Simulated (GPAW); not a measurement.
Input and output of a relaxation of cell and atoms for PtS₂ (P-3m1, 3 atoms in the cell) (GPAW).

Computed with PBE, GPAW PAW datasets PBE (gpaw-data 1.0.1) (plane waves; GPAW).

```
CELL_PARAMETERS angstrom
      3.50474     0.00000     0.00000
     -1.75237     3.03519     0.00000
      0.00000     0.00000     5.52767
ATOMIC_POSITIONS crystal
  Pt 0.00000 0.00000 0.00000
  S  0.66667 0.33333 0.77966
  S  0.33333 0.66667 0.22034
```

Reference input (self-consistent single point, DFT PBE, plane waves, GPAW PAW datasets PBE (gpaw-data 1.0.1)): mode = pw; ecut = 550 eV; xc = PBE; kpts = 6 6 3; mesh shift (steps) = 0 0 0; occupations.name = fermi-dirac; occupations.width = 0.05 eV; nbands = -4; convergence.forces = 0.001 eV/Å; convergence.bands = -2; symmetry.symmorphic = false; symmetry.tolerance = 0.0005. This run's input differs from it in these lines:

```diff
@@ -1,2 +1,4 @@
 from ase import Atoms
+from ase.filters import FrechetCellFilter
+from ase.optimize import LBFGS
 from ase.units import GPa
@@ -18,3 +20,3 @@
             nbands=-4,
-            convergence={'forces': 0.001, 'bands': -2},
+            convergence={'forces': 0.001, 'density': 1e-05, 'bands': -2},
             symmetry={'symmorphic': False, 'tolerance': 0.0005},
@@ -24,2 +26,10 @@
 atoms.calc = calc
+
+target = FrechetCellFilter(atoms)
+
+opt = LBFGS(target, logfile='-')
+converged = opt.run(fmax=0.02, steps=40)
+print('Relaxation converged:', converged)
+print('Cell:', atoms.cell.cellpar().round(4))
+print(atoms.get_scaled_positions().round(5))
```

Output, abridged:

```
     iter     time        total  log10-change:
                         energy   eigst   dens  force
iter:   1 --:--:--   -16.960463   +0.55
iter:   2 --:--:--   -16.606205   -0.49  -1.27
iter:   3 --:--:--   -15.743956   -1.00  -1.30
iter:   4 --:--:--   -15.690161   -1.89  -1.45
iter:   5 --:--:--   -15.651094   -1.71  -1.51
iter:   6 --:--:--   -15.645468   -2.38  -1.90
iter:   7 --:--:--   -15.610552   -2.63  -1.93
iter:   8 --:--:--   -15.608189   -2.22  -2.15
iter:   9 --:--:--   -15.607087c  -3.22  -2.54
iter:  10 --:--:--   -15.606505c  -3.31  -2.67
iter:  11 --:--:--   -15.606826c  -4.31  -2.63
   [... lines left out ...]
   [... 7 lines left out ...]
iter:  21 --:--:--   -15.605195c  -7.10  -4.03
iter:  22 --:--:--   -15.605193c  -7.19  -4.13
iter:  23 --:--:--   -15.605192c  -7.09  -4.20
iter:  24 --:--:--   -15.605192c  -7.14  -4.31
iter:  25 --:--:--   -15.605192c  -7.87c -4.43
iter:  26 --:--:--   -15.605192c  -7.83c -4.44
iter:  27 --:--:--   -15.605192c  -8.11c -4.48
iter:  28 --:--:--   -15.605192c  -7.94c -4.60
iter:  29 --:--:--   -15.605192c  -7.43c -4.71
iter:  30 --:--:--   -15.605192c  -8.35c -5.12c
iter:  31 --:--:--   -15.605192c  -8.70c -5.12c -2.83
iter:  32 --:--:--   -15.605192c -10.16c -5.16c -3.26c
Converged after 32 iterations.

Dipole moment: (-0.000000, 0.000000, -0.000000) |e|*Ang

Energy contributions relative to reference atoms: (reference = -522090.602563)

Kinetic:         +8.132340
Potential:       -9.804833
External:        +0.000000
XC:             -13.614071
Entropy (-ST):   -0.000000
Local:           -0.318628
SIC:             +0.000000
--------------------------
Free energy:    -15.605192
Extrapolated:   -15.605192

Showing only first 2 kpts
 Kpt  Band  Eigenvalues  Occupancy
  0    12      5.47854    2.00000
  0    13      5.95785    2.00000
  0    14      8.94804    0.00000
  0    15      8.94806    0.00000

  1    12      5.40848    2.00000
  1    13      5.41849    2.00000
  1    14      9.12301    0.00000
  1    15      9.12303    0.00000

Fermi level: 6.83939

Gap: 1.384 eV
Transition (v -> c):
   [... lines left out ...]
Direct gap: 1.688 eV
Occupation numbers: Fermi-Dirac:
Atomic positions and initial magnetic moments
Free energy:    -15.647074
Fermi level: 6.63073
Gap: 1.341 eV
Direct gap: 1.663 eV
Occupation numbers: Fermi-Dirac:
Atomic positions and initial magnetic moments
Free energy:    -15.676506
   [... lines left out ...]
  0 Pt    0.00000    0.00000    0.00000
  1 S     0.00000    0.00000   -0.00243
  2 S     0.00000   -0.00000    0.00243

LBFGS:   15 --:--:--      -15.702982        0.002773
Relaxation converged: True
Cell: [  3.5772   3.5772   6.311   90.      90.     120.    ]
[[0.      0.      0.     ]
 [0.66667 0.33333 0.80529]
 [0.33333 0.66667 0.19471]]
Energy (eV): -15.702982
Stress (GPa, Voigt): [-0.0163 -0.0163 -0.0148  0.      0.     -0.    ]
```

The run converged. GPAW prints stress with tension positive. 

Summary of the result:
- Free energy E − TS (from the program's reference atoms) = -15.7030 eV
- Top of the valence band (on the code's own zero) = 3.89 eV
- Gap on the k-point mesh = 1.72 eV
- Pressure = 0.02 GPa
- Largest force (vector length) = 0.002 eV/Å
- Final cell = a = 3.5772 Å, b = 3.5772 Å, c = 6.3110 Å, α = 90.00°, β = 90.00°, γ = 120.00°
- Final volume per atom = 23.31 Å³
- Relaxation steps = 15

The starting cell comes from a database of computed structures (which also holds hypothetical and non-ambient phases and stackings), without a prior relaxation at this level. Its lattice was rescaled by a random factor within 2.5 % of one. Spin-orbit coupling is off. The relaxation keeps the symmetry of its start, so its end need not be a minimum. One axis grew by 14 %: without a dispersion term the functional hardly binds the layers.

Cost on one core of a shared machine: roughly 6 min.
